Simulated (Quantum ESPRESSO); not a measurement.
Energy against c/a at fixed volume: hcp Os (space group 194) (Quantum ESPRESSO, PBE)

```
Os
1.0
    2.78886     0.00000     0.00000
   -1.39443     2.41522     0.00000
    0.00000     0.00000     4.23661
Os
2
Direct
  0.66667   0.33333   0.75000
  0.33333   0.66667   0.25000
```

Method of the run: PBE, PSlibrary PAW (PBE) pseudopotentials (plane waves; Quantum ESPRESSO). Settings: ecutwfc = 78 Ry; ecutrho = 468 Ry; occupations = smearing; smearing = fd; degauss = 0.0036749 Ry; potentials = {Os: Os.pbe-spn-kjpaw_psl.1.0.0.UPF}; K_POINTS = automatic 28 28 16 0 0 0; conv_thr = 1e-10 Ry. The cell above is the first row's. The rows change c/a at fixed volume. In all rows fractional positions and the k mesh are held. E is the free energy at the stated smearing, counted from the lowest row.

```
c/a     E (meV/atom)
------  ------------
1.5191         24.14
1.5349         12.75
1.5508          4.96
1.5666          0.74
1.5824          0.00
1.5982          2.63
1.6141          8.55
1.6299         17.74
1.6457             ?
```

The 8 complete rows are fitted with a cubic, E against c/a. With u = c/a - 1.57, the rows have u = -0.05090, -0.03510, -0.01920, -0.00340, 0.01240, 0.02820, 0.04410, 0.05990. Least squares gives E = 0.296 - 109.30·u + 6884.1·u² - 3344·u³. Residuals (row less fit): 0.004, -0.008, 0.004, -0.007, 0.007, 0.017, -0.027, 0.010; standard error 0.018 (degrees of freedom: 4). The fitted curve has its minimum at c/a = 1.58, where E = -0.14. To one more digit the minimum is at c/a = 1.578; the ideal close-packed ratio is 1.633.

Q: Predict the withheld E at c/a = 1.6457 from the fit, and compare with the calculation.

A: u = 0.07570, so E = 0.296 - 109.30 × 0.07570 + 6884.1 × 0.07570² - 3344 × 0.07570³ = 30.021 meV/atom. The calculation gives 30.11 meV/atom, 0.089 meV/atom above the prediction (0.3 % of the range of E in the table). The row lies outside the fitted rows, so this is an extrapolation. From the scatter of the fitted rows alone, a prediction at this place has a standard error of 0.048 meV/atom, so the miss is 1.8 times that.

Carrying the step between the two nearest rows on in a straight line would have given 26.93, off by 3.18; series whose last step already gives the withheld value aren't shown. The reference cell has the volume at which an earlier scan in this program and functional put its minimum by a fit; axis ratios and inner coordinates come from a measured-size cell. The runs keep the symmetry of the cell, so they don't test it for distortions. The best c/a moves a little with volume. Spin polarisation is off. Spin-orbit coupling is off. In metals such curves are sensitive to mesh and smearing. Cutoffs and mesh are single choices, not tested for convergence of this quantity. Series with a scatter that would blur these digits, or in which a gap closes, are not shown. Strain series were run only where this level's volume lies within 10 % of a first guess from the measured size.
